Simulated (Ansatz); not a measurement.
## ScSnCN (model structure, started from the AlSiCN type, P3m1, No. 156, 4 atoms in the cell)

Level of theory: LDA in Ansatz (plane waves, PAW).

Settings: plane-wave cutoff 520 eV, 12×12×6 k mesh (along the axes of the cell as run), Fermi–Dirac smearing 0.01 eV, scalar-relativistic PAW data made under PBE.

Cell (relaxed with PBEsol):

```cif
data_CNScSn
_chemical_formula_sum 'Sc1 Sn1 C1 N1'
_space_group_name_H-M_alt 'P 1'
_space_group_IT_number 1
_cell_length_a 3.57543
_cell_length_b 3.57543
_cell_length_c 5.40588
_cell_angle_alpha 90.000
_cell_angle_beta 90.000
_cell_angle_gamma 120.000
loop_
_space_group_symop_operation_xyz
  'x, y, z'
loop_
_atom_site_label
_atom_site_type_symbol
_atom_site_fract_x
_atom_site_fract_y
_atom_site_fract_z
_atom_site_occupancy
Sc1 Sc 0.33333 0.66667 0.52741 1
Sn1 Sn 0.66667 0.33333 0.00731 1
C1 C 0.33333 0.66667 0.11000 1
N1 N 0.66667 0.33333 0.60527 1
```

```
Item                                          Result
-------------------------------------------  -------
band gap                                     1.95 eV
smallest direct gap on the k points sampled  1.97 eV
```

Note: the relaxation could raise the start's symmetry but not lower it, so the cell can be a saddle point; cell and atoms aren't relaxed at this level (largest force component 0.04 eV/Å, pressure -3.6 GPa).

Spin–orbit coupling is not included.

The result took very roughly 13 core-seconds.

A model structure was made by putting elements into a prototype or built by hand; it is no filed structure, need not be a known phase, and can be a saddle point held by its symmetry.

Ansatz is a quantum-chemistry and plane-wave program.
